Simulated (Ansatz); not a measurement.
Model glasses of amorphous SiO2, 73 to 77 atoms (Si24O48 before any change). Each row is one cell at a composition chosen by hand, melted whole on the CHGNet potential with the anions pushed apart under 1.9 Å, quenched within some picoseconds, far faster than a real film, and relaxed with PBE, scalar-relativistic without spin-orbit coupling (plane waves to 420 eV, PAW; Ansatz, a first-principles code). Each is the lower in DFT energy of 2 quenches. Cycles of charging and discharging were tried on the cells ahead of these points, and a cell that came back lower was taken. The column on the box says what of it was relaxed with the atoms; held means as the quench left it. Cells that kept moments or hold spare charge are left out. So are cells far out in the fitted variable, so that no row sets the line alone.

At the relaxed places, the spacing of the highest filled and the lowest empty level was computed at the zone centre with PBE and with r2SCAN, without spin polarisation. A level counts as spread where PBE shares it among more than a fifth of the atoms; else the element of the atom with the largest weight is named. Formal charges balance in every cell (each cation at its usual highest valence, Cu and Ag at +1, Sb at +3, H at +1, O at −2, N at −3, F and Cl at −1). r2SCAN ran with plane waves to 500 eV. Where a level is localised, the spacing isn't the band gap.

```tsv
cell	change	box	highest filled on	lowest empty on	spacing, PBE (eV)	spacing, r2SCAN (eV)
Si24O49Li2	+2 Li, +1 O	volume	O	spread	3.49	4.12
Si24O49K2	+2 K, +1 O	volume	O	spread	3.65	4.25
Si24O49Na2	+2 Na, +1 O	volume	O	spread	4.15	4.79
Si24O51Sc2	+3 O, +2 Sc	shape	O	Sc	4.38	4.92
Si24O49Mg	+1 Mg, +1 O	shape	O	spread	4.54	withheld
Si23O48AlH	+1 Al, +1 H, −1 Si	held	O	spread	4.83	5.52
```

**Question.** Fit a straight line of the last column on the one before it through the 5 full rows, and predict the withheld value for Si24O49Mg.

**Answer.** Means: x = 4.100, y = 4.720. Slope = Σ(Δx Δy) / Σ(Δx²) = 1.2210 / 1.1884 = 1.027; intercept = 4.720 − (1.027) × 4.100 = 0.509 eV; r.m.s. residual 0.048 eV. Prediction: 0.509 + (1.027) × 4.54 = 5.17 eV. The run gave 5.17 eV, a miss of 0.00 eV, within the residual.
